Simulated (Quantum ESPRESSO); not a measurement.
Worked example: self-consistent single point of CrCo₃ (Pm-3m, 4 atoms in the cell) in Quantum ESPRESSO.

Computed with LDA (PZ), GBRV 1.5 ultrasoft (LDA) pseudopotentials (plane waves; Quantum ESPRESSO).

The change in words: lattice scaled by 0.98. Reference geometry:
```
CELL_PARAMETERS angstrom
      3.49324     0.00000     0.00000
      0.00000     3.49324     0.00000
      0.00000     0.00000     3.49324
ATOMIC_POSITIONS crystal
  Cr 0.00000 0.00000 0.00000
  Co 0.50000 0.50000 0.00000
  Co 0.00000 0.50000 0.50000
  Co 0.50000 0.00000 0.50000
```
Moments meant for the start (each program seeds them in its own way; μB, in the order of the atoms Cr Co Co Co): 3.0 3.0 3.0 3.0.

Reference input (self-consistent single point, DFT, LDA (PZ), plane waves, GBRV 1.5 ultrasoft (LDA) pseudopotentials): ecutwfc = 50 Ry; ecutrho = 400 Ry; occupations = smearing; smearing = gaussian; degauss = 0.0073499 Ry; nspin = 2; potentials = {Cr: cr_lda_v1.5.uspp.F.UPF, Co: co_lda_v1.2.uspp.F.UPF}; K_POINTS = automatic 9 9 9 0 0 0; conv_thr = 1e-10 Ry; mixing_beta = 0.4. This run's input differs from it in these lines:

```diff
@@ -36,5 +36,5 @@
 CELL_PARAMETERS {angstrom}
-   3.49324200     0.00000000     0.00000000
-   0.00000000     3.49324200     0.00000000
-   0.00000000     0.00000000     3.49324200
+   3.42337700     0.00000000     0.00000000
+   0.00000000     3.42337700     0.00000000
+   0.00000000     0.00000000     3.42337700
```

Output (repeated stretches shortened):

```
     Self-consistent Calculation

     iteration #  1     ecut=    50.00 Ry     beta= 0.40

     negative rho (up, down):  3.956E-05 9.477E-05

     total energy              =   -1051.73414034 Ry
     estimated scf accuracy    <      44.67179435 Ry

     total magnetization       =     3.44 Bohr mag/cell
     absolute magnetization    =     3.60 Bohr mag/cell

     iteration #  2     ecut=    50.00 Ry     beta= 0.40

     negative rho (up, down):  2.179E-04 2.593E-04

     total energy              =   -1068.42287901 Ry
     estimated scf accuracy    <      63.60547609 Ry

     total magnetization       =     0.27 Bohr mag/cell
   [... lines left out ...]

     total energy              =   -1070.52546725 Ry
     estimated scf accuracy    <          5.1E-10 Ry

     total magnetization       =     0.02 Bohr mag/cell
     absolute magnetization    =     1.42 Bohr mag/cell

     iteration # 33     ecut=    50.00 Ry     beta= 0.40

     negative rho (up, down):  5.129E-04 1.873E-04

     Magnetic moment per site  (integrated on atomic sphere of radius R)
     atom   1 (R=0.292)  charge= 12.1226  magn= -0.6282
     atom   2 (R=0.292)  charge= 15.6258  magn=  0.2374
     atom   3 (R=0.292)  charge= 15.6258  magn=  0.2374
     atom   4 (R=0.292)  charge= 15.6258  magn=  0.2374
     End of self-consistent calculation

     the Fermi energy is    20.5808 ev

!    total energy              =   -1070.52546725 Ry
     estimated scf accuracy    <          4.0E-11 Ry
     smearing contrib. (-TS)   =      -0.00184830 Ry
     internal energy E=F+TS    =   -1070.52361896 Ry

     total magnetization       =     0.02 Bohr mag/cell
     absolute magnetization    =     1.42 Bohr mag/cell

     convergence has been achieved in  33 iterations

     negative rho (up, down):  5.129E-04 1.873E-04

     Forces acting on atoms (cartesian axes, Ry/au):

     atom    1 type  1   force =     0.00000000    0.00000000    0.00000000
   [... zero for the other atoms too ...]

     Total force =     0.000000     Total SCF correction =     0.000000

     negative rho (up, down):  5.129E-04 1.873E-04
          total   stress  (Ry/bohr**3)                   (kbar)     P=      -58.89
  -0.00040034   0.00000000   0.00000000          -58.89        0.00        0.00
   0.00000000  -0.00040034   0.00000000            0.00      -58.89        0.00
   0.00000000   0.00000000  -0.00040034            0.00        0.00      -58.89

   JOB DONE.
```

The run converged in 33 iterations. Against the reference run the free energy goes down by 45.0 meV/atom, the pressure goes from -17.26 to -5.89 GPa and the size of the net moment goes from 0.18 to 0.01 μB/atom.

The starting cell comes from a database of computed structures (which also holds hypothetical and non-ambient phases and stackings), without a prior relaxation at this level. Its lattice was rescaled by a random factor within 2.5 % of one. For this run, on top of that: lattice scaled by 0.98. The moments shrank to a small part of their start, a low-spin state that need not be the lowest. With a pressure of about -6 GPa the cell is away from its equilibrium volume at this level.

Cost on one core of a shared machine: roughly 2 min.
